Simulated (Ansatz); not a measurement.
# Al on the C site (Al_C) (metastable 2H silicon carbide host)

Method: PBE, PAW (plane waves to 420 eV; Ansatz, a quantum-chemistry and plane-wave program). The supercell holds 96 host sites (3×2×2 repeats of the unit cell), with a 2×2×2 shifted k-point sampling for the final energies. Site at the start: the C site. Energies of charged states are corrected for periodic images (point charge plus alignment at distant sites). Dielectric constants: PBE linear response of the host. Host gap at this level: 2.31 eV. Finite-size and sampling errors can reach tenths of an eV here. PBE underestimates the host's gap, which shifts levels and can delocalise carriers. Spin–orbit coupling is left out. Each state is the lowest found from its start.

Formation energies E_f are given with the Fermi level at the valence-band maximum. Chemical conditions: C-rich (Δμ(C) = 0.00 eV, Δμ(Al) = -0.16 eV, bounded by Al4C3 (R-3m); only phases computed here count, gases as isolated molecules at 0 K). Reference phases: Al: fcc Al, C: graphite.

```
charge         moment (μB)  largest move off a lattice site (Å)  image correction with alignment (eV)  E_f, C-rich (eV)  above the lowest spin state (eV)
------  ------------------  -----------------------------------  ------------------------------------  ----------------  --------------------------------
+1                     2.0                                 0.38                                  0.26              6.71                              0.00
+1      not spin-polarised                                 0.36                                  0.25              6.80                              0.09
0                      1.0                                 0.33                                  0.00              7.44                              0.00
−1      not spin-polarised                                 0.30                                  0.11              8.79                              0.00
```

Transition levels above the valence-band maximum: ε(+1/0) = 0.73 eV; ε(0/−1) = 1.35 eV. On the lower envelope of the bound states, inside the gap: (+1/0) at 0.73 eV; (0/−1) at 1.35 eV.

Flagged in the runs: a host whose relaxation on this sampling wasn't shown to rest, a strain field that reaches the edge of the cell.
